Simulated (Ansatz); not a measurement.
# Effect of Ti vacancy, symmetric start on TiB2

Consider a 9-atom supercell of TiB$_{2}$ (space group P6/mmm, No. 191; a = 3.0174 Å, c = 3.1851 Å) at its relaxed geometry.

Modification: a neutral Ti vacancy, symmetric start, atoms relaxed at fixed cell.

Method: PBEsol in Ansatz (plane waves to 420 eV, PAW, without spin-orbit coupling). k-mesh 9×9×9 (Γ-centred); smearing 0.05 eV (Fermi–Dirac).

* **Mean distance from the defect site to its nearest host atoms**: 236 pm (base 236 pm)

The cell is small, so the values are those of an ordered compound at a high defect concentration; dilute-limit values will differ. The defect started on the symmetric site and kept its symmetry, so it may sit on a saddle. The final runs are not spin-polarised. The defect cell is not spin-polarised.

Ansatz is a first-principles code.
